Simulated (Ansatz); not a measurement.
YPt₃ in the Cu3Au type structure (space group Pm-3m, No. 221)

YPt$_{3}$ is taken in the cubic space group Pm-3m (No. 221), the Cu3Au type structure, Pearson symbol cP4. Lattice parameters: a = 4.0631 Å, b = 4.0631 Å, c = 4.0631 Å, α = 90.00°, β = 90.00°, γ = 90.00°. Y on 1a sees 12 Pt at 2.873 Å and 6 Y at 4.063 Å. Pt on 3c is coordinated by 8 Pt at 2.873 Å and 4 Y at 2.873 Å (cuboctahedral). (Neighbours: up to the widest gap in distance over summed covalent radii, below 1.35, at either atom.)

Computed with PBEsol/PAW in Ansatz (a quantum-chemistry and plane-wave program), spin-orbit coupling left out. Settings: 12×12×12 k-points, 0.05 eV Fermi–Dirac smearing.

```json
{
 "volume_per_atom": "16.77 Å³",
 "density": "16.69 g/cm³",
 "band_gap": "zero",
 "total_energy": "-10237.623 eV/atom (σ→0; compares only within this code and set-up)"
}
```

Stability against distortions was not tested. All final runs are without spin polarisation.
